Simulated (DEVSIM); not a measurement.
System: abrupt GaAs n-p junction, at 300 K.

```
layer (left to right)  material  thickness (μm)  Nd (cm⁻³)  Na (cm⁻³)  τn (s)  τp (s)
---------------------  --------  --------------  ---------  ---------  ------  ------
1                          GaAs            89.0     7.1e16          -  7.4e-8  7.4e-8
2                          GaAs            1.30          -     9.1e15  7.4e-8  7.4e-8
```

Left contact: ohmic. Right contact: ohmic. Voltage is applied to the left contact. Recombination: SRH at mid-gap. Mobility is μmin + (μ − μmin)/(1 + (N/Nref)^α).

This is a model device: material constants are rounded textbook-type values typed into the input, and sizes, dopings and lifetimes were drawn at random. Values at 300 K.

```tsv
parameter	GaAs
gap (eV)	1.424
affinity (eV)	4.07
permittivity	12.9
Nc (cm⁻³)	4.7e17
Nv (cm⁻³)	9e18
μn (cm²/Vs)	8500
μp (cm²/Vs)	400
μn,min	500
μp,min	20
Nref,n	6e16
Nref,p	1.5e17
αn	0.39
αp	0.38
```

Simulated with DEVSIM: 1D drift-diffusion, Boltzmann statistics, complete ionisation; no tunnelling, impact ionisation, image-force lowering or self-heating.

Q: Give the dark reverse current.

A: 
```json
[
 {"V (V)": "0.20", "J (A/cm²)": "1.4e-11"},
 {"V (V)": "0.50", "J (A/cm²)": "2.9e-11"},
 {"V (V)": "1.00", "J (A/cm²)": "5.1e-11"},
 {"V (V)": "1.50", "J (A/cm²)": "6.9e-11"},
 {"V (V)": "2.00", "J (A/cm²)": "8.4e-11"},
 {"V (V)": "3.00", "J (A/cm²)": "1.1e-10"},
 {"V (V)": "4.00", "J (A/cm²)": "1.4e-10"},
 {"V (V)": "5.00", "J (A/cm²)": "1.6e-10"},
 {"V (V)": "6.50", "J (A/cm²)": "1.9e-10"},
 {"V (V)": "8.00", "J (A/cm²)": "2.1e-10"},
 {"V (V)": "10.00", "J (A/cm²)": "2.5e-10"}
]
```
